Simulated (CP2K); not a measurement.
**A series of runs on Ba5Zr2N6 (C2/c, 26 atoms in the cell)**

```yaml
crystal:
  lattice:
    - [6.80037, 0.00000, 0.00000]
    - [2.62351, 6.27393, 0.00000]
    - [-1.37039, -0.91234, 14.90801]
  atoms:
    - { symbol: Ba, position: [0.30816, 0.76652, 0.97907] }
    - { symbol: Ba, position: [0.69184, 0.23348, 0.02093] }
    - { symbol: Ba, position: [0.23348, 0.69184, 0.52093] }
    - { symbol: Ba, position: [0.76652, 0.30816, 0.47907] }
    - { symbol: Ba, position: [0.20748, 0.10188, 0.70599] }
    - { symbol: Ba, position: [0.79252, 0.89812, 0.29401] }
    - { symbol: Ba, position: [0.89812, 0.79252, 0.79401] }
    - { symbol: Ba, position: [0.10188, 0.20748, 0.20599] }
    - { symbol: Ba, position: [0.59218, 0.40782, 0.75000] }
    - { symbol: Ba, position: [0.40782, 0.59218, 0.25000] }
    - { symbol: Zr, position: [0.65220, 0.90006, 0.57729] }
    - { symbol: Zr, position: [0.34780, 0.09994, 0.42271] }
    - { symbol: Zr, position: [0.09994, 0.34780, 0.92271] }
    - { symbol: Zr, position: [0.90006, 0.65220, 0.07729] }
    - { symbol: N, position: [0.92620, 0.95604, 0.62060] }
    - { symbol: N, position: [0.07380, 0.04396, 0.37940] }
    - { symbol: N, position: [0.04396, 0.07380, 0.87940] }
    - { symbol: N, position: [0.95604, 0.92620, 0.12060] }
    - { symbol: N, position: [0.54568, 0.74280, 0.66278] }
    - { symbol: N, position: [0.45432, 0.25720, 0.33722] }
    - { symbol: N, position: [0.25720, 0.45432, 0.83722] }
    - { symbol: N, position: [0.74280, 0.54568, 0.16278] }
    - { symbol: N, position: [0.40313, 0.20291, 0.55768] }
    - { symbol: N, position: [0.59687, 0.79709, 0.44232] }
    - { symbol: N, position: [0.79709, 0.59687, 0.94232] }
    - { symbol: N, position: [0.20291, 0.40313, 0.05768] }
```

Base run A: PBEsol, GPW, DZVP-MOLOPT-PBE-GTH basis, GTH-PBE potentials (POTENTIAL_UZH) (CP2K), self-consistent single point.

Its settings: CUTOFF = 500 Ry; REL_CUTOFF = 40 Ry; SMEAR/METHOD = FERMI_DIRAC; ELECTRONIC_TEMPERATURE = 116.05 K; KPOINTS/SCHEME = MACDONALD 3 3 1 0.1666666667 0.1666666667 0.5; XC_FUNCTIONAL = PBE:PBESOL; Ba/BASIS_SET = DZVP-MOLOPT-PBE-GTH-q10; Ba/POTENTIAL = GTH-PBE-q10; Zr/BASIS_SET = DZVP-MOLOPT-PBE-GTH-q12; Zr/POTENTIAL = GTH-PBE-q12; N/BASIS_SET = DZVP-MOLOPT-PBE-GTH-q5; N/POTENTIAL = GTH-PBE-q5; METHOD = GPW; EPS_DEFAULT = 1e-10; NGRIDS = 5; SCF_GUESS = ATOMIC; EPS_SCF = 1e-06; MAX_SCF = 100; ADDED_MOS = 33; MIXING/METHOD = BROYDEN_MIXING.

The starting cell comes from a database of computed structures (which also holds hypothetical and non-ambient phases and stackings), without a prior relaxation at this level. Values carry the incompleteness of an atom-centred basis. The potentials were made for another functional than the one used.

ΔF is the free energy per atom less that of run A. 

Run A gave: pressure (GPa) -1.84; largest force (eV/Å) 0.362; gap on the mesh (eV) 1.425.

Runs:
- B: lattice scaled by 0.97
- C: lattice scaled by 0.97; CUTOFF: 500 Ry → 300 Ry
- D: lattice scaled by 0.985
- E: lattice scaled by 0.985; CUTOFF: 500 Ry → 300 Ry
- F: lattice scaled by 1.015
- G: lattice scaled by 1.015; CUTOFF: 500 Ry → 300 Ry
- H: lattice scaled by 1.03
- I: lattice scaled by 1.03; CUTOFF: 500 Ry → 300 Ry
- J: CUTOFF: 500 Ry → 300 Ry

What does run D change against A?

The free energy hardly moves (within 1 meV/atom), the pressure goes from -1.84 to 1.69 GPa, the largest force goes from 0.362 to 0.268 eV/Å and the gap on the mesh goes from 1.425 to 1.448 eV.

What does run E change against A?

The free energy is nearly the same (within 1 meV/atom), the pressure goes from -1.84 to 1.69 GPa, the largest force goes from 0.362 to 0.267 eV/Å and the gap on the mesh goes from 1.425 to 1.448 eV.

```json
[
 {"run": "A", "ΔF (meV/atom)": "0.00", "pressure (GPa)": "-1.84", "largest force (eV/Å)": "0.362", "gap on the mesh (eV)": "1.425"},
 {"run": "B", "ΔF (meV/atom)": "23.7", "pressure (GPa)": "5.97", "largest force (eV/Å)": "0.820", "gap on the mesh (eV)": "1.455"},
 {"run": "C", "ΔF (meV/atom)": "23.7", "pressure (GPa)": "5.97", "largest force (eV/Å)": "0.826", "gap on the mesh (eV)": "1.455"},
 {"run": "D", "ΔF (meV/atom)": "-0.90", "pressure (GPa)": "1.69", "largest force (eV/Å)": "0.268", "gap on the mesh (eV)": "1.448"},
 {"run": "E", "ΔF (meV/atom)": "-0.88", "pressure (GPa)": "1.69", "largest force (eV/Å)": "0.267", "gap on the mesh (eV)": "1.448"},
 {"run": "F", "ΔF (meV/atom)": "23.2", "pressure (GPa)": "-4.71", "largest force (eV/Å)": "0.843", "gap on the mesh (eV)": "1.388"},
 {"run": "G", "ΔF (meV/atom)": "23.3", "pressure (GPa)": "-4.71", "largest force (eV/Å)": "0.828", "gap on the mesh (eV)": "1.388"},
 {"run": "H", "ΔF (meV/atom)": "65.8", "pressure (GPa)": "-7.04", "largest force (eV/Å)": "1.263", "gap on the mesh (eV)": "1.334"},
 {"run": "I", "ΔF (meV/atom)": "65.9", "pressure (GPa)": "-7.04", "largest force (eV/Å)": "1.284", "gap on the mesh (eV)": "1.335"},
 {"run": "J", "ΔF (meV/atom)": "0.09", "pressure (GPa)": "-1.84", "largest force (eV/Å)": "0.350", "gap on the mesh (eV)": "1.425"}
]
```
